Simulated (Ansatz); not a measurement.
Cu on the 1x1 (110) surface of bcc Ta, one in a 2x2 cell, started at the site 'hollow Ta-Ta-Ta'

Method: PBE (plane waves to 420 eV, PAW; Ansatz, an electronic-structure program).

Model: 17-atom slab, 6.8 Å thick at the start under the adsorbate (thin: gaps and levels are the slab's own), 5x5x1 mesh, Fermi-Dirac 0.1 eV, dipole correction, 8 atoms held, the rest relaxed; held to the start's symmetry, so lower structures may exist; no spin, no spin-orbit, no U, no dispersion correction. At the end it is bonded to 4 Ta. In PBE it is, or lies within 0.03 eV of, the lowest of the starts that converged.

```json
{
 "adsorption energy against an atom of fcc Cu": "-0.095 eV",
 "work_function_of_the_top_face": "4.12 eV",
 "change_of_the_work_function": "-0.65 eV",
 "change_of_the_step_from_the_bottom_to_the_top_vacuum_level_against_the_clean_slab": "-0.60 eV",
 "energy_released_by_relaxation": "0.88 eV",
 "height of the binding atom over the mean of the host atoms within 0.3 Å of the top one": "1.868 Å",
 "nearest_host_atoms_of_the_binding_atom": "Ta at 2.59 Å, Ta at 2.59 Å, Ta at 2.93 Å",
 "largest_move_of_a_host_atom": "0.11 Å",
 "note": "in the relaxation the adsorbate left its starting site by 0.6 Å",
 "cost": "about 15 core-minutes (a rough figure)"
}
```

A negative adsorption energy means that the adsorbate is more stable on the surface than in its reference.
